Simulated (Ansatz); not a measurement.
Consider the following.

End structure of a constructed model of the (0001) surface of hcp Ru, a layer of Al in place of the second plane (bottom of the slab: a bare face, its two planes held):

```xyz
6
Lattice="2.7214 0.0000 0.0000 -1.3607 2.3568 0.0000 0.0000 0.0000 26.5000" Properties=species:S:1:pos:R:3 pbc="T T T"
Ru     1.3607     0.7856     8.0337
Ru     0.0000     1.5712    10.1802
Ru     1.3607     0.7856    12.2985
Ru     0.0000     1.5712    14.4395
Al     1.3607     0.7856    16.5607
Ru     0.0000     1.5712    18.5680
```

Set-up: 6 atoms, 10.4 Å thick at the start with caps and adatoms (thin: gaps and levels are the slab's own); mesh 16x16x1; 0.1 eV smearing; dipole correction on; 2 atoms held, the rest relaxed; symmetry of the start imposed; no spin, no spin-orbit, no U. In PBE it is, or lies within 0.01 eV a 1x1 cell of, the lowest of the 2 structures of its composition computed so far; subsurface sites and larger cells were not tried.

Q: Estimate the work function of the top face that PBE (Ansatz, a quantum-chemistry and plane-wave program) returns for this input.

A: 5.15 eV
